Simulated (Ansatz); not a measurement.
**Point defect O vacancy (broken-bond start) in metastable polar orthorhombic HfO2**

These are PBE, PAW (plane waves to 420 eV; Ansatz, a quantum-chemistry and plane-wave program) values and carry that method's errors. A supercell of 96 sites (2×2×2 repeats of a cell of 12 atoms) was used; the energies come from a 2×2×2 shifted sampling of its zone. Sites at the start: the O(2) site; a neighbour pushed 0.95 Å away from the vacancy. Energies of charged states are corrected for periodic images (point charge plus alignment at distant sites). Dielectric constants: PBE linear response of the host. Host gap at this level: 4.36 eV. Finite-size and sampling errors can reach tenths of an eV here. The semilocal functional narrows the gap, so deep levels can fall outside it. Spin–orbit coupling is left out, which matters for these heavy elements. Each state is the lowest found from its start.

Formation energies E_f are given with the Fermi level at the valence-band maximum. Chemical conditions: Hf-rich (Δμ(O) = -5.15 eV; only phases computed here count, gases as isolated molecules at 0 K); O-rich (Δμ(O) = 0.00 eV; only phases computed here count, gases as isolated molecules at 0 K). Reference phases: O: O2 molecule in a box.

Charges with a result: +2, +1, 0. Others weren't obtained, and one of them could lie lower, also by skipping a charge.

```
charge         moment (μB)  point group  largest move off a lattice site (Å)  image correction with alignment (eV)  E_f, Hf-rich (eV)  E_f, O-rich (eV)
------  ------------------  -----------  -----------------------------------  ------------------------------------  -----------------  ----------------
+2      not spin-polarised           C1                                 0.36                                  0.13              -4.34              0.81
+1                     1.0           C1                                 0.15                                 -0.01              -1.82              3.33
0       not spin-polarised           C1                                 0.07                                  0.00               0.86              6.01
```

Point groups are those of the whole cell at tolerances of 0.03 and 0.1 Å ("near" where only the looser one holds); none is given for unsettled states.

Not the lowest form: the same atoms on another site or from another start ended lower, by 0.13 eV at charge +2. The levels below are those of this configuration alone.

Transition levels above the valence-band maximum: ε(+2/+1) = 2.52 eV; ε(+1/0) = 2.68 eV.

Flagged in the runs: a doubtful potential alignment, a host whose relaxation on this sampling wasn't shown to rest, a strain field that reaches the edge of the cell.
